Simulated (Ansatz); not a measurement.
## PtTe2 (model structure, started from the rutile type, P4₂/mnm, No. 136, 6 atoms in the cell): properties by level of theory

```tsv
level (code)	lattice constant a (Å)	lattice parameter c (Å)
LDA (Ansatz)	6.103	4.192
PBE (Ansatz)	6.253	4.268
PBEsol (Ansatz)	6.142	4.222
```

Ansatz's density-functional and Hartree–Fock values are scalar-relativistic unless marked +SOC, with PAW data made under PBE.

A model structure was made by putting elements into a prototype or built by hand; it is no filed structure, need not be a known phase, and can be a saddle point held by its symmetry.

Ansatz is an electronic-structure program.
